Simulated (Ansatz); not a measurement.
N on the 1x1 (111) surface of fcc Rh, one in a 2x2 cell, started at the site 'bridge Rh-Rh (span 2.7 Å)'

All values below come from PBE (plane waves to 420 eV, PAW; Ansatz, a program for electronic structure).

Slab: 17 atoms, 6.5 Å thick at the start under the adsorbate (thin: gaps and levels are the slab's own); k 6x6x1, smearing 0.1 eV, dipole-corrected; 8 atoms held, the rest relaxed; held to the start's symmetry, so lower structures may exist; no spin, no spin-orbit, no U, no dispersion correction. At the end it is bonded to 3 Rh. In PBE it is, or lies within 0.03 eV of, the lowest of the starts that converged.

```
Item                                                                                                                                             Result
--------------------------------------------------------------------------------------  ---------------------------------------------------------------
adsorption energy against ½ N2(g)                                                                                                              -0.23 eV
work function of the top face                                                                                                                   5.56 eV
change of the work function                                                                                                                     0.41 eV
change of the step from the bottom to the top vacuum level, against the clean slab                                                              0.44 eV
energy released by relaxation                                                                                                                   2.22 eV
height of the binding atom over the mean of the host atoms within 0.3 Å of the top one                                                          1.056 Å
nearest host atoms of the binding atom                                                                         Rh at 1.90 Å, Rh at 1.90 Å, Rh at 1.90 Å
largest move of a host atom                                                                                                                      0.10 Å
note                                                                                    in the relaxation the adsorbate left its starting site by 0.8 Å
cost                                                                                                                            roughly 18 core-minutes
```

A negative adsorption energy means that the adsorbate is more stable on the surface than in its reference.
